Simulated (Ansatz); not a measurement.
**A computed series for MgSe: pressure series**

Base system: MgSe in the rock salt structure (space group Fm-3m, No. 225; a = 5.5083 Å).

Cell and atoms are relaxed at each pressure.

Calculations: PBE, PAW, 420 eV (Ansatz, a first-principles code; no spin-orbit coupling), earlier PAW set.

Notes on the quantities. hole mass: degenerate bands, along [100].

| variant | smallest direct gap | band gap | hole mass |
|---|---|---|---|
| base | 2.40 eV | 1.77 eV | 0.16, 0.82, 0.82 mₑ (at Γ) |
| pressure −2 GPa | 2.18 eV | 1.71 eV | 0.15, 0.85, 0.85 mₑ (at Γ) |
| pressure −1 GPa | 2.29 eV | 1.74 eV | 0.16, 0.83, 0.83 mₑ (at Γ) |
| pressure 0.3 GPa | 2.43 eV | 1.78 eV | 0.16, 0.81, 0.81 mₑ (at Γ) |
| pressure 0.7 GPa | 2.47 eV | 1.79 eV | 0.16, 0.81, 0.81 mₑ (at Γ) |
| pressure 1.5 GPa | 2.55 eV | 1.81 eV | 0.16, 0.80, 0.80 mₑ (at Γ) |
| pressure 3 GPa | 2.70 eV | 1.85 eV | 0.17, 0.78, 0.78 mₑ (at Γ) |
| pressure 5 GPa | 2.88 eV | 1.89 eV | 0.17, 0.75, 0.75 mₑ (at Γ) |
| pressure 7.5 GPa | 3.10 eV | 1.94 eV | 0.18, 0.73, 0.73 mₑ (at Γ) |
| pressure 10 GPa | ? | ? | ? |

Task: Complete the table.

Result: 
- pressure 10 GPa, smallest direct gap: 3.30 eV
- pressure 10 GPa, band gap: 1.98 eV
- pressure 10 GPa, hole mass: 0.19, 0.71, 0.71 mₑ (at Γ)

Load acts through the strain it causes; cell and atoms are relaxed under it. Effective masses come from finite differences of ±0.01 Å⁻¹. Stability against distortions was not tested. Competing high-pressure phases were not computed.
